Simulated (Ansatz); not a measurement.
We consider CsCl-type TiCo, described by LDA (Ansatz, an electronic-structure program, PAW).

Numerical settings: plane-wave cutoff 500 eV, 18×18×18 k mesh, Fermi–Dirac smearing 0.1 eV, no spin polarisation, scalar-relativistic PAW data made under PBE.

Computed at the level's own relaxed cell.

### Question
Give the computed volume per atom and equilibrium lattice constant a.

### Answer

- volume per atom = 12.22 Å³/atom
- equilibrium lattice constant a = 2.902 Å

Measured, for comparison: equilibrium volume per atom 13.43 Å³/atom, lattice constant a 2.995 Å (room temperature, not corrected to a static lattice; as tabulated in Yamada et al. (2019), arXiv:1910.09660). Computed (rounded) less measured: equilibrium volume per atom -9.0 %, lattice constant a -3.1 %.

Static lattice: no zero-point or thermal effects.
